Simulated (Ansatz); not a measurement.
# In2Au, thickness series

The reference is In2Au (space group Fm-3m, No. 225).

```
In2Au
1.0
    0.00000     3.26935     3.26935
    3.26935     0.00000     3.26935
    3.26935     3.26935     0.00000
In Au
2 1
Direct
  0.75000   0.75000   0.75000
  0.25000   0.25000   0.25000
  0.00000   0.00000   0.00000
```

Cartesian axes are those of the cell as printed.

Free-standing slabs (3 atom(s) a layer) normal to [111] with 15 Å of vacuum; in-plane cell held at bulk.

Method: PBEsol (Ansatz, a program for electronic structure; PAW; 420 eV plane waves; spin-orbit coupling left out).

Notes on the quantities. excess energy per area of both faces: slab less bulk energy over the cell's area: twice a surface energy; uncertain by up to 0.2 J/m².

```csv
case,change of the spacing d23 from its bulk value of 0.944 Å,change of the spacing d12 from its bulk value of 0.944 Å,excess energy per area of both faces,thickness between the outermost nuclei
1 layer,–,-17.1 %,–,1.56 Å
2 layers,+3.7 %,+1.0 %,1.31 J/m²,5.73 Å
3 layers,-1.4 %,-2.8 %,1.3 J/m²,9.44 Å
4 layers,-0.7 %,-2.9 %,1.3 J/m²,13.23 Å
5 layers,?,?,1.3 J/m²,17.03 Å
6 layers,+0.9 %,+0.4 %,1.3 J/m²,20.87 Å
```

Question: Some entries are withheld; estimate them.

Answer: 
- 5 layers, change of the spacing d23 from its bulk value of 0.944 Å: +0.7 %
- 5 layers, change of the spacing d12 from its bulk value of 0.944 Å: -1.1 %

The excess energy carries the mismatch between the slab's and the bulk's meshes. Whether these cells are dynamically stable was not tested.
